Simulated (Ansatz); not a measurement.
BAs (zinc blende, F-43m); conventional cell a = 4.784 Å, b = 4.784 Å, c = 4.784 Å, α = 90.00°, β = 90.00°, γ = 90.00°.

Dynamical quadrupoles are not included in the interpolation of the phonons between the solved wave vectors.

**Question.** By how much do the lattice constants and the volume change from 300 K to 900 K (quasi-harmonic lattice dynamics, r2SCAN in Ansatz, an electronic-structure program), and how far does the bulk modulus soften?

**Answer.** a by 0.36 %, the volume by 1.08 %; B_T goes from 137 to 130 GPa. The crystal is held in this phase throughout; melting and phase transitions are not modelled.

The PAW data sets were generated under PBE and serve the other functionals too.
